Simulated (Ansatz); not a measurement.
# ZrSi2 with two functionals

Base system: ZrSi₂ (space group Cmcm, No. 63; a = 3.705 Å, b = 14.795 Å, c = 3.679 Å).

(Cell as relaxed with PBE.)

Levels (all Ansatz, a program for electronic structure, PAW, earlier PAW set): PBE (420 eV, no spin-orbit coupling); PBEsol (420 eV, spin-orbit coupling left out).

Each level relaxes its own structure.

```
quantity                   PBE  PBEsol
---------------  -------------  ------
volume per atom       16.80 Å³       …
space group      Cmcm (No. 63)       …
band gap                  zero       …
```

### Question
Given the PBE results, estimate those of PBEsol.

### Answer

- volume per atom, PBEsol: 16.32 Å³
- space group, PBEsol: Cmcm (No. 63)
- band gap, PBEsol: zero

PBE's volume per atom lies 0.489 Å³ above PBEsol's (3.0 %); the two agree on the space group and band gap. Neither level is exact; PBEsol is the comparison here, not a measurement.

No phonon test of stability was made. All final runs are without spin polarisation.
